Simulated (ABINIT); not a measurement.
**Pressure against volume in rock-salt TiC (space group 225) (ABINIT, PBEsol)**

```yaml
crystal:
  lattice:
    - [0.00000, 2.10214, 2.10214]
    - [2.10214, 0.00000, 2.10214]
    - [2.10214, 2.10214, 0.00000]
  atoms:
    - { symbol: Ti, position: [0.00000, 0.00000, 0.00000] }
    - { symbol: C, position: [0.50000, 0.50000, 0.50000] }
```

Computed with PBEsol, norm-conserving pseudopotentials (PseudoDojo nc-sr-04 PBEsol standard) (plane waves; ABINIT). Settings: pseudos = [Ti.upf, C.upf]; ecut = 55 Ha; ixc = -116133; occopt = 3; tsmear = 0.05 eV; ngkpt = 23 23 23; nshiftk = 1; shiftk = 0 0 0; potentials = PseudoDojo nc-sr-04 PBEsol standard; nband = 13; kptopt = 1; nstep = 50; toldfe = 1e-09 Ha. The cell above is the first row's. The rows scale it uniformly. In all rows fractional positions and the k mesh are held.

| V (Å^3/atom) | P (GPa) |
|---|---|
| 9.2893 | ? |
| 9.4913 | 12.30 |
| 9.6932 | 5.92 |
| 9.8952 | 0.15 |
| 10.0971 | -5.05 |
| 10.2990 | -9.75 |
| 10.5010 | -13.99 |
| 10.7029 | -17.82 |
| 10.9049 | -21.28 |

The 8 complete rows are fitted with a cubic, P against V. With u = V - 10.2, the rows have u = -0.7087, -0.5068, -0.3048, -0.1029, 0.0990, 0.3010, 0.5029, 0.7049. Least squares gives P = -7.509 - 23.2311·u + 5.9449·u² - 1.0039·u³. Residuals (row less fit): 0.002, -0.002, -0.003, 0.004, 0.002, 0.000, -0.004, 0.002; standard error 0.004 (degrees of freedom: 4). The fitted pressure is zero at V0 = 9.901, where dP/dV = -27.06, so B0 = -V0·dP/dV = 268 GPa.

Problem. What does the fit predict for P at V = 9.2893, and how far is the calculated value from it?

Solution. u = -0.9107, so P = -7.509 - 23.2311 × (-0.9107) + 5.9449 × (-0.9107)² - 1.0039 × (-0.9107)³ = 19.336 GPa. The calculation gives 19.37 GPa, 0.034 GPa above the prediction (0.1 % of the range of P in the table). The row lies outside the fitted rows, so this is an extrapolation. From the scatter of the fitted rows alone, a prediction at this place has a standard error of 0.010 GPa, so the miss is 3.4 times that.

Carrying the step between the two nearest rows on in a straight line would have given 18.68, off by 0.69; series whose last step already gives the withheld value aren't shown. The scan was laid around a cell of about the measured size, scaled by a guess for this functional. The runs keep the symmetry of the cell, so they don't test it for distortions. Spin polarisation is off. Cutoffs and mesh are single choices, not tested for convergence of this quantity. Series with a scatter that would blur these digits, or in which a gap closes, are not shown.

Terms beyond the fitted order, or numerical noise in single rows, can give a miss of this size; the table doesn't tell which.
